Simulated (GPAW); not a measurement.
# GPAW run on InSb (F-43m, 2 atoms in the cell): self-consistent single point

Method of the run: PBEsol, GPAW PAW datasets PBEsol (made by gpaw-setup) (plane waves; GPAW).

Input as run:

```python
from ase import Atoms
from ase.units import GPa
from gpaw import GPAW, PW, FermiDirac

atoms = Atoms(['In', 'Sb'],
              cell=[[0.000000, 3.316610, 3.316610],
                    [3.316610, 0.000000, 3.316610],
                    [3.316610, 3.316610, 0.000000]],
              positions=[[0.000000, 0.000000, 0.000000],
                         [1.658305, 1.658305, 1.658305]],
              pbc=True)

calc = GPAW(mode=PW(550),
            xc='PBEsol',
            kpts={'size': (6, 6, 6), 'gamma': True},
            occupations=FermiDirac(0.1),
            nbands=-8,
            symmetry={'symmorphic': False, 'tolerance': 0.0005},
            maxiter=100,
            txt='-')

atoms.calc = calc

energy = atoms.get_potential_energy()
print('Energy (eV):', round(energy, 6))
forces = atoms.get_forces()
print('Forces (eV/Ang):')
print(forces.round(5))
stress = atoms.get_stress()
print('Stress (GPa, Voigt):', (stress / GPa).round(4))
```

Output (repeated stretches shortened):

```
Input parameters:
  kpts: {gamma: True,
         size: (6, 6, 6)}
  maxiter: 100
  mode: {ecut: 550.0,
         name: pw}
  nbands: -8
  occupations: {fixmagmom: False,
                name: fermi-dirac,
                width: 0.1}
  symmetry: {symmorphic: False,
             tolerance: 0.0005}
  xc: PBEsol

species:
  In:
    name: Indium
    Z: 49.0
    valence: 13
    core: 36
    charge: 0.0
    file: In.PBEsol.gz

    # Using partial waves for In as LCAO basis

  Sb:
    name: Antimony
    Z: 51.0
    valence: 15
    core: 36
    charge: 0.0
    file: Sb.PBEsol.gz

    # Using partial waves for Sb as LCAO basis

Reference energy: -336107.392685  # eV

Spin-paired calculation

Convergence criteria:
 Maximum [total energy] change in last 3 cyles: 0.0005 eV / valence electron
 Maximum integral of absolute [dens]ity change: 0.0001 electrons / valence electron
 Maximum integral of absolute [eigenst]ate change: 4e-08 eV^2 / valence electron
 Maximum number of scf [iter]ations: 100

Symmetries present (total): 24
Symmetries with fractional translations: 0
216 k-points: 6 x 6 x 6 Monkhorst-Pack grid + [1/12,1/12,1/12]
16 k-points in the irreducible part of the Brillouin zone
       k-points in crystal coordinates                weights
   0:     0.00000000    0.00000000    0.00000000          1/216
   1:     0.16666667    0.16666667    0.00000000          6/216
   2:     0.16666667    0.16666667    0.16666667          8/216
   [... 7 lines left out ...]
          ...
  15:     0.50000000    0.50000000    0.50000000          4/216

Wave functions: Plane wave expansion
  Cutoff energy: 550.000 eV
  Number of coefficients (min, max): 2100, 2158
  Pulay-stress correction: 0.000000 eV/Ang^3 (de/decut=0.000000)

Occupation numbers: Fermi-Dirac:
  width: 0.1000  # eV

Eigensolver

Densities:
  Coarse grid: 27*27*27 grid
  Fine grid: 54*54*54 grid
  Total Charge: 0.000000

Density mixing:
  Method: separate
  Backend: pulay
  Linear mixing parameter: 0.05
  old densities: 5
  Damping of long wavelength oscillations: 50

Hamiltonian:
  XC and Coulomb potentials evaluated on a 54*54*54 grid
  External potential:
    NoExternalPotential

XC parameters: PBEsol with 2 nearest neighbor stencil

Number of atoms: 2
Number of atomic orbitals: 18
Number of bands in calculation: 22
Number of valence electrons: 28
Bands to converge: occupied

Density initialized from atomic densities
  18 bands from LCAO basis set
  4 bands from random numbers

Atomic positions and initial magnetic moments

Positions:
   0 In     0.000000    0.000000    0.000000    ( 0.0000,  0.0000,  0.0000)
   1 Sb     1.658305    1.658305    1.658305    ( 0.0000,  0.0000,  0.0000)

Unit cell:
           periodic     x           y           z      points  spacing
  1. axis:    yes    0.000000    3.316610    3.316610    27     0.1418
  2. axis:    yes    3.316610    0.000000    3.316610    27     0.1418
  3. axis:    yes    3.316610    3.316610    0.000000    27     0.1418

  Lengths:   4.690395   4.690395   4.690395
  Angles:   60.000000  60.000000  60.000000

Effective grid spacing dv^(1/3) = 0.1548

     iter     time        total  log10-change:
                         energy   eigst   dens
iter:   1 --:--:--    -8.236944
iter:   2 --:--:--    -8.245634   -0.86  -1.46
iter:   3 --:--:--    -8.205453   -1.55  -1.48
iter:   4 --:--:--    -8.198419   -2.91  -1.97
iter:   5 --:--:--    -8.165770   -2.59  -2.00
iter:   6 --:--:--    -8.165010   -4.32  -2.87
iter:   7 --:--:--    -8.166026c  -4.51  -2.94
iter:   8 --:--:--    -8.164880c  -3.76  -2.81
iter:   9 --:--:--    -8.164568c  -5.32  -3.46
iter:  10 --:--:--    -8.164598c  -6.37  -3.76
iter:  11 --:--:--    -8.164570c  -6.80  -3.68
iter:  12 --:--:--    -8.164527c  -5.26  -3.78
iter:  13 --:--:--    -8.164521c  -6.79  -4.14c
iter:  14 --:--:--    -8.164520c  -7.85c -4.33c

Converged after 14 iterations.

Dipole moment: (-4.116539, -4.116539, -4.116539) |e|*Ang

Energy contributions relative to reference atoms: (reference = -336107.392685)

Kinetic:         +7.067025
Potential:       -7.592342
External:        +0.000000
XC:              -7.982687
Entropy (-ST):   -0.005089
Local:           +0.346028
SIC:             +0.000000
--------------------------
Free energy:     -8.167065
Extrapolated:    -8.164520

Showing only first 2 kpts
 Kpt  Band  Eigenvalues  Occupancy
  0    12      3.89876    1.39124
  0    13      3.89876    1.39124
  0    14      3.89876    1.39124
  0    15      6.83245    0.00000

  1    12      3.12901    1.99960
  1    13      3.12901    1.99960
  1    14      5.54184    0.00000
  1    15      6.16926    0.00000

Fermi level: 3.98141

No gap
No difference between direct/indirect transitions
Energy (eV): -8.16452

Forces in eV/Ang:
  0 In    0.00000    0.00000    0.00000
  1 Sb    0.00000    0.00000   -0.00000

Stress tensor:
     0.014621     0.000000    -0.000000
     0.000000     0.014621    -0.000000
    -0.000000    -0.000000     0.014621
Stress (GPa, Voigt): [ 2.3426  2.3426  2.3426 -0.     -0.      0.    ]
```

The run converged in 14 iterations. GPAW prints stress with tension positive.

The starting cell comes from a database of computed structures (which also holds hypothetical and non-ambient phases and stackings), without a prior relaxation at this level. Spin-orbit coupling is off. The run gives no clean gap (levels at the Fermi energy touch, overlap or are partly filled at this smearing), which alone does not show that the compound is a metal.
